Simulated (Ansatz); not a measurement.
## A computed series for BAs: pressure series

Consider BAs in the zinc blende structure (space group F-43m, No. 216; a = 4.732 Å).

Cell and atoms are relaxed at each pressure.

The values are results of Kohn–Sham DFT with the LDA functional, run in Ansatz (an electronic-structure program) with PAW and 420 eV plane waves, scalar-relativistic without spin-orbit coupling, not measurements.

| pressure (GPa) | volume per atom (Å³/atom) |
|---|---|
| -2 | 13.432 |
| 0 | 13.246 |
| 0.9 | 13.166 |
| 2.1 | 13.064 |
| 4.5 | ? |
| 9 | 12.540 |
| 15 | 12.157 |
| 22.5 | 11.747 |
| 30 | 11.392 |

Q: Fit the third-order Birch–Murnaghan form P(V) = (3B₀/2)[(V₀/V)^(7/3) − (V₀/V)^(5/3)]·[1 + (3/4)(B₀′ − 4)((V₀/V)^(2/3) − 1)] (squares taken in P) to the rows shown and predict the withheld row.

A: Least squares on the printed values gives V₀ = 13.246 Å³/atom, B₀ = 148 GPa, B₀′ = 4.0; this predicts 12.870 Å³/atom, and the run gives 12.869 Å³/atom, in agreement.

Load acts through the strain it causes; cell and atoms are relaxed under it. Whether these cells are dynamically stable was not tested. No other phases were tried under pressure.
